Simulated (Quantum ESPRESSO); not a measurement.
A user runs Quantum ESPRESSO on Co (P6_3/mmc, 2 atoms in the cell) and asks whether the run is sound. The aim is a self-consistent single point with DFT, PBEsol, plane waves, PSlibrary PAW (PBE) pseudopotentials.

Cell that was meant: a = 2.4972 Å, b = 2.4972 Å, c = 4.0622 Å, α = 90.00°, β = 90.00°, γ = 120.00°.

Part of the input:

```fortran
ATOMIC_POSITIONS crystal
Co    0.3333333333    0.6666666667    0.2500000000
Co    0.6666666667    0.3333333333    0.7500000000
K_POINTS gamma
```

Log, with long lists cut:

```
     file Co.pbe-n-kjpaw_psl.1.0.0.UPF: wavefunction(s)  4S 3D renormalized

     gamma-point specific algorithms are used
   [... lines left out ...]
         2        Co     tau(   2) = (   0.5000000   0.2886751   1.2200063  )

     number of k points=     1  Fermi-Dirac smearing, width (Ry)=  0.0073
                       cart. coord. in units 2pi/alat
        k(    1) = (   0.0000000   0.0000000   0.0000000), wk =   1.0000000

     Dense  grid:     6481 G-vectors     FFT dimensions: (  25,  25,  48)

     Smooth grid:     3540 G-vectors     FFT dimensions: (  24,  24,  36)

     Initial potential from superposition of free atoms

     starting charge      17.9994, renormalised to      18.0000
     Self-consistent Calculation

     iteration #  1     ecut=    50.00 Ry     beta= 0.50

     Threshold (ethr) on eigenvalues was too large:
     Diagonalizing with lowered threshold

     total energy              =    -319.68446134 Ry
     estimated scf accuracy    <       0.13821422 Ry

     total magnetization       =     6.00 Bohr mag/cell
     absolute magnetization    =     6.00 Bohr mag/cell

     iteration #  2     ecut=    50.00 Ry     beta= 0.50

     total energy              =    -319.70172927 Ry
     estimated scf accuracy    <       0.03431968 Ry

   [... lines left out ...]

   [... 12 blocks of this kind left out ...]

     iteration # 16     ecut=    50.00 Ry     beta= 0.50

     total energy              =    -319.71131953 Ry
     estimated scf accuracy    <          1.9E-11 Ry

     total magnetization       =     6.00 Bohr mag/cell
     absolute magnetization    =     6.01 Bohr mag/cell

     iteration # 17     ecut=    50.00 Ry     beta= 0.50

     Magnetic moment per site  (integrated on atomic sphere of radius R)
     atom   1 (R=0.411)  charge=  7.6348  magn=  2.6636
     atom   2 (R=0.411)  charge=  7.6348  magn=  2.6636
     End of self-consistent calculation

     the Fermi energy is    13.7669 ev

!    total energy              =    -319.71131953 Ry
     estimated scf accuracy    <          3.4E-12 Ry
     smearing contrib. (-TS)   =      -0.01310031 Ry
     internal energy E=F+TS    =    -319.69821923 Ry

     total magnetization       =     6.00 Bohr mag/cell
     absolute magnetization    =     6.01 Bohr mag/cell

     convergence has been achieved in  17 iterations

     Forces acting on atoms (cartesian axes, Ry/au):

     atom    1 type  1   force =     0.00000000    0.00000000    0.00000000
     atom    2 type  1   force =     0.00000000    0.00000000    0.00000000

     Total force =     0.000000     Total SCF correction =     0.000001

          total   stress  (Ry/bohr**3)                   (kbar)     P=       -9.91
  -0.00440585   0.00000000   0.00000000         -648.12        0.00        0.00
   0.00000000  -0.00440585   0.00000000            0.00     -648.12        0.00
   0.00000000   0.00000000   0.00860956            0.00        0.00     1266.51

   JOB DONE.
```

Q: Is this run sound? If not, what is wrong?

A: The run is not sound. The fault is a single k-point for a small metallic cell. One k-point cannot sample the Fermi surface of a small cell. To fix it, use a converged k-point mesh. The run converged in 17 iterations without an error; against the sound input the free energy falls by 3.19 eV/atom, the pressure goes from -12.86 to -0.99 GPa and the size of the net moment goes from 1.61 to 3.00 μB/atom.

An input that runs soundly differs in these lines (not the only fix; some lines may just follow from the change or write a value another way):
```diff
-K_POINTS gamma
+K_POINTS automatic
+14 14 8  1 1 1
```

With that input, the run converged in 13 iterations: free energy E − TS -4343.5086 eV; Fermi level (on the code's own zero) 13.60 eV; pressure -12.86 GPa; size of the cell's spin moment 3.23 μB; site moments (μB, in the program's spheres or projections) Co 1.68, Co 1.68 (DFT, PBEsol, plane waves, PSlibrary PAW (PBE) pseudopotentials).

On the sound input: the starting cell comes from a database of computed structures (which also holds hypothetical and non-ambient phases and stackings), without a prior relaxation at this level. Its lattice was rescaled by a random factor within 2.5 % of one. The magnetic order is the one reached from the typed start; others were not searched systematically. With a pressure of about -13 GPa the cell is away from its equilibrium volume at this level.
